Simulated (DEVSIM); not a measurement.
Device: Schottky contact on n-type GaP, at 350 K.

Layer 1 from the left is GaP, thickness (μm) 1.70, Nd (cm⁻³) 1.4e15, τn (s) 4e-7, τp (s) 4e-7. Layer 2 from the left is GaP, thickness (μm) 1.90, Nd (cm⁻³) 2.5e18, τn (s) 4e-7, τp (s) 4e-7.

Left contact: Schottky, work function 5.28 eV, emission velocity 2.3e6 cm/s. Right contact: ohmic. Voltage is applied to the left contact. Recombination: SRH at mid-gap, Auger. Mobility is constant in doping.

The device is made up for the run: typed textbook-type constants, with dimensions and the other settings drawn at random. Values at 300 K; Nc and Nv go as T^1.5, mobilities as T to minus their exponent, the gap by Varshni's rule with the affinity fixed.

GaP: gap (eV) 2.26, affinity (eV) 3.8, permittivity 11.1, Nc (cm⁻³) 1.8e19, Nv (cm⁻³) 1.9e19, μn (cm²/Vs) 250, μp (cm²/Vs) 150, T exponent of μn 1.6, T exponent of μp 1.98, Cn (cm⁶/s) 1e-30, Cp (cm⁶/s) 1e-30, Varshni α (eV/K) 0.00058, Varshni β (K) 372.

Model (solved in DEVSIM): 1D drift-diffusion, Boltzmann statistics, complete ionisation; no tunnelling, impact ionisation, image-force lowering or self-heating. Metal contacts follow the ideal Schottky-Mott rule: no Fermi-level pinning, no interface dipoles.

Dark forward current:

| |V| (V) | |J| (A/cm²) |
|---|---|
| 0.15 | 3.972e-13 |
| 0.20 | 2.017e-12 |
| 0.25 | 1.035e-11 |
| 0.30 | 5.338e-11 |
| 0.35 | 2.760e-10 |
| 0.40 | 1.428e-9 |
| 0.45 | 7.383e-9 |
| 0.50 | 3.814e-8 |
| 0.55 | 1.967e-7 |
| 0.60 | 1.012e-6 |
| 0.65 | 5.196e-6 |
| 0.70 | 2.659e-5 |
| 0.75 | 0.0001355 |
| 0.80 | 0.0006867 |
| 0.85 | 0.003452 |
| 0.90 | 0.01714 |
| 0.95 | 0.08320 |
| 1.00 | 0.3834 |
| 1.05 | 1.555 |
| 1.10 | 4.886 |
| 1.15 | 11.23 |
| 1.20 | 20.16 |
| 1.25 | 30.87 |
| 1.30 | 42.77 |
| 1.35 | 55.49 |
| 1.40 | 68.81 |

**Question.** Work out the local ideality factor n = ΔV / (kT/q · ln(J2/J1)) between the rows 0.15 and 0.20 V, 0.35 and 0.40 V, 1.35 and 1.40 V.

**Answer.** kT/q = 30.16 mV. From 0.15 to 0.20 V: ln(2.017e-12/3.972e-13) = 1.625, n = 1.02, near the 1 of diffusion or emission over a barrier. From 0.35 to 0.40 V: ln(1.428e-9/2.760e-10) = 1.644, n = 1.01, near the 1 of diffusion or emission over a barrier. From 1.35 to 1.40 V: ln(68.81/55.49) = 0.215, n = 7.71.

**Question.** Estimate the current at 0.55 V for emission alone, J0 = q v N_band exp(−φB/kT), and read the barrier back from the simulated current.

**Answer.** φB = 1.480 eV, N_band = 2.27e19 cm⁻³, J0 = 4.08e-15 A/cm²; J = J0 (exp(qV/kT) − 1) = 3.39e-7 A/cm². The simulation gives 1.97e-7 A/cm²; the estimate lies 72 % above. Read backwards, the simulated current gives an apparent barrier of 1.496 eV. The estimate leaves out transport through the depletion region and minority injection.
